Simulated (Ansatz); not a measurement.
**Ge (space group Pm-3n, No. 223; a hypothetical phase, not in the database extracts checked)**

```cif
data_Ge8
_chemical_formula_sum 'Ge8'
_space_group_name_H-M_alt 'P 1'
_space_group_IT_number 1
_cell_length_a 5.41705
_cell_length_b 5.41705
_cell_length_c 5.41705
_cell_angle_alpha 90.000
_cell_angle_beta 90.000
_cell_angle_gamma 90.000
loop_
_space_group_symop_operation_xyz
  'x, y, z'
loop_
_atom_site_label
_atom_site_type_symbol
_atom_site_fract_x
_atom_site_fract_y
_atom_site_fract_z
_atom_site_occupancy
Ge1 Ge 0.25000 0.00000 0.50000 1
Ge2 Ge 0.75000 0.00000 0.50000 1
Ge3 Ge 0.00000 0.50000 0.25000 1
Ge4 Ge 0.00000 0.50000 0.75000 1
Ge5 Ge 0.50000 0.25000 0.00000 1
Ge6 Ge 0.50000 0.75000 0.00000 1
Ge7 Ge 0.00000 0.00000 0.00000 1
Ge8 Ge 0.50000 0.50000 0.50000 1
```

Level of theory: DFT with PBE, PAW potentials and a 420 eV plane-wave cutoff in Ansatz (a program for electronic structure), scalar-relativistic without spin-orbit coupling. k-mesh 9×9×9 (Γ-centred); smearing 0.05 eV (Fermi–Dirac).

```yaml
volume_per_atom: 19.87 Å³
density: 6.07 g/cm³
band_gap: zero
total_energy: -4294.603 eV/atom (σ→0; compares only within this code and set-up)
```

Stability against distortions was not tested.
